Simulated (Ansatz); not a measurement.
# Hypothetical diamond Rh under a change: uniaxial strain ε_yy = −1.48 %

Take Rh in the diamond structure (space group Fd-3m, No. 227; a = 5.5166 Å; a hypothetical phase, not in the database extracts checked; relaxed with 0.1 eV smearing) as the base. Axes: x, y, z lie along the cube axes.

Perturbation: uniaxial strain ε_yy = −1.48 %, all other strain components held at zero, atoms relaxed at fixed cell.

All numbers come from Kohn–Sham DFT with the PBE functional, run in Ansatz (an electronic-structure program) with PAW and 420 eV plane waves, scalar-relativistic without spin-orbit coupling. Settings: 18×18×18 k-points, 0.1 eV Fermi–Dirac smearing.

The volume per atom falls by 0.311 Å³ to 20.67 Å³ and the space group goes from Fd-3m (No. 227) to I4_1/amd (No. 141). The energy increases by 1.7 meV/atom and the pressure (mean of the normal stresses, compression positive) goes from zero to 2.0 GPa. The band gap stays zero and the stress (xx, yy, zz, yz, xz, xy; compression positive) is (2.0, 1.8, 2.0, 0.0, 0.0, 0.0) GPa.

Stability against distortions was not tested. The final runs are not spin-polarised. Rh has a high density of states at the Fermi level and may be magnetic at this level.
